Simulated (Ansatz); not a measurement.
## Fermi-surface data of Ti (P6_3/mmc)

Consider the following.

```
CELL_PARAMETERS angstrom
      2.91708     0.00000     0.00000
     -1.45854     2.52626     0.00000
      0.00000     0.00000     4.61840
ATOMIC_POSITIONS crystal
  Ti 0.33333 0.66667 0.25000
  Ti 0.66667 0.33333 0.75000
```

These are PBEsol, rigid bands (plane waves, PAW, scalar-relativistic; Ansatz, a quantum-chemistry and plane-wave program) values and carry that method's errors. Condition of this run: hydrostatic pressure -2 GPa (the target of the relaxation). How the cell was made: cell and atoms relaxed with PBEsol, then loaded as said.

The density of states at the Fermi level is 1.85 states/(eV·cell), both spins, the bare Sommerfeld coefficient comes out as 2.2 mJ/(mol of atoms·K²) and the drude plasma energy is 3.9 (x), 3.9 (y), 4.0 (z) eV. The root-mean-square Fermi velocity is 3.3e5 m/s and the resistivity times τ is 33 (x), 33 (y), 31 (z) ×10⁻²² Ω·m·s.

A metal at this level (no band gap); rigid bands, thermally averaged at 300 K, both spins. Spin-orbit coupling is left out. τ is one relaxation time for all states.
